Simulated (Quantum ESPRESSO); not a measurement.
Input and output of a self-consistent single point for Pd (Fm-3m, 1 atom in the cell) (Quantum ESPRESSO).

Method: PBE, SSSP 1.1.2 precision (PBE) pseudopotentials (plane waves; Quantum ESPRESSO).

The change in words: lattice scaled by 0.98; ecutwfc: 75 Ry → 131 Ry. Reference geometry:
```yaml
crystal:
  lattice:
    - [0.00000, 1.95084, 1.95084]
    - [1.95084, 0.00000, 1.95084]
    - [1.95084, 1.95084, 0.00000]
  atoms:
    - { symbol: Pd, position: [0.00000, 0.00000, 0.00000] }
```

Reference input (self-consistent single point, DFT, PBE, plane waves, SSSP 1.1.2 precision (PBE) pseudopotentials): ecutwfc = 75 Ry; occupations = smearing; smearing = fd; degauss = 0.0073499 Ry; potentials = {Pd: Pd_ONCV_PBE-1.0.oncvpsp.upf}; K_POINTS = automatic 10 10 10 0 0 0; conv_thr = 1e-09 Ry; mixing_beta = 0.4. This run's input differs from it in these lines:

```diff
@@ -12,3 +12,3 @@
     ntyp = 1
-    ecutwfc = 75
+    ecutwfc = 131
     occupations = 'smearing'
@@ -28,5 +28,5 @@
 CELL_PARAMETERS {angstrom}
-   0.00000000     1.95083500     1.95083500
-   1.95083500     0.00000000     1.95083500
-   1.95083500     1.95083500     0.00000000
+   0.00000000     1.91181800     1.91181800
+   1.91181800     0.00000000     1.91181800
+   1.91181800     1.91181800     0.00000000
```

Output (repeated stretches shortened):

```
     Self-consistent Calculation

     iteration #  1     ecut=   131.00 Ry     beta= 0.40

     Threshold (ethr) on eigenvalues was too large:
     Diagonalizing with lowered threshold

     total energy              =    -253.20355478 Ry
     estimated scf accuracy    <       0.00961781 Ry

     iteration #  2     ecut=   131.00 Ry     beta= 0.40

     total energy              =    -253.20468549 Ry
     estimated scf accuracy    <       0.00077773 Ry

     iteration #  3     ecut=   131.00 Ry     beta= 0.40

     total energy              =    -253.20461704 Ry
     estimated scf accuracy    <       0.00021275 Ry

   [... 4 blocks of this kind left out ...]

     iteration #  8     ecut=   131.00 Ry     beta= 0.40

     total energy              =    -253.20463316 Ry
     estimated scf accuracy    <          1.1E-09 Ry

     iteration #  9     ecut=   131.00 Ry     beta= 0.40
     End of self-consistent calculation

     the Fermi energy is    21.6479 ev

!    total energy              =    -253.20463316 Ry
     estimated scf accuracy    <          1.1E-10 Ry
     smearing contrib. (-TS)   =      -0.00379023 Ry
     internal energy E=F+TS    =    -253.20084293 Ry

     convergence has been achieved in   9 iterations

     Forces acting on atoms (cartesian axes, Ry/au):

     atom    1 type  1   force =     0.00000000    0.00000000    0.00000000

     Total force =     0.000000     Total SCF correction =     0.000000

          total   stress  (Ry/bohr**3)                   (kbar)     P=      201.94
   0.00137273  -0.00000000  -0.00000000          201.94       -0.00       -0.00
  -0.00000000   0.00137273  -0.00000000           -0.00      201.94       -0.00
  -0.00000000  -0.00000000   0.00137273           -0.00       -0.00      201.94

   JOB DONE.
```

The run converged in 9 iterations. Against the reference run the free energy goes up by 62.8 meV/atom and the pressure goes from 5.79 to 20.19 GPa.

The starting cell has typed, rounded lattice constants, without a prior relaxation at this level. Its lattice was rescaled by up to half a per cent. For this run, on top of that: lattice scaled by 0.98. Spin polarisation is off.
